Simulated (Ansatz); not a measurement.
Functionals compared on a constructed model of the (0001) surface of hcp Ti, a pseudomorphic layer of Ge in the host's stacking (bottom of the slab: a bare face, its two planes held), in Ansatz (plane waves, PAW). The structure was relaxed with PBE; the other rows are single points on it. Cutoff 420 eV (500 eV for r2SCAN).

Set-up: 7 atoms, 14.0 Å thick at the start; mesh 15x15x1; 0.1 eV smearing; dipole correction on; 2 atoms held, the rest relaxed; start symmetry kept, larger cells not searched; no spin, no spin-orbit, no U. In PBE it lies 0.03 eV a 1x1 cell over the lowest computed structure of the same composition (a pseudomorphic layer of Ge in the other hollow). These notes are the PBE run's.

```csv
functional,work function of the top face (eV),rough cost of the single point
PBE,4.92,–
RPBE,4.82,very roughly 40 core-seconds
r2SCAN,5.13,around 70 core-seconds (rough)
```

Ansatz is a first-principles code.
